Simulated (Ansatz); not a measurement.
The structure below was relaxed with r2SCAN/PAW in Ansatz (an electronic-structure program), no SOC, earlier PAW set.

Space group Pmmm (No. 47); a = 2.5154 Å, b = 3.5201 Å, c = 5.0358 Å, α = β = γ = 90.00°

```
atom  site  symmetry       x       y       z
----  ----  --------  ------  ------  ------
Cu      1a       mmm  0.0000  0.0000  0.0000
Cu      2t       mm2  0.5000  0.5000  0.2537
Ni      1c       mmm  0.0000  0.0000  0.5000
```

**Question.** Write out a cell with all atoms.

**Answer.** 
```
Cu3Ni
1.0
    2.51540     0.00000     0.00000
    0.00000     3.52006     0.00000
    0.00000     0.00000     5.03577
Cu Ni
3 1
Direct
  0.00000   0.00000   0.00000
  0.50000   0.50000   0.74635
  0.50000   0.50000   0.25365
  0.00000   0.00000   0.50000
```
This is the conventional cell.

Each cell is one ordered arrangement of few atoms, which overstates ordering effects compared with a random alloy. Whether these cells are dynamically stable was not tested. Starting moments died away, wholly or in part, for x(Cu) = 0.75, 4 atoms, Pmmm; another magnetic solution may exist. All final runs are without spin polarisation. The cell was made from Ni by this change: x(Cu) = 0.75, 4 atoms, Pmmm.
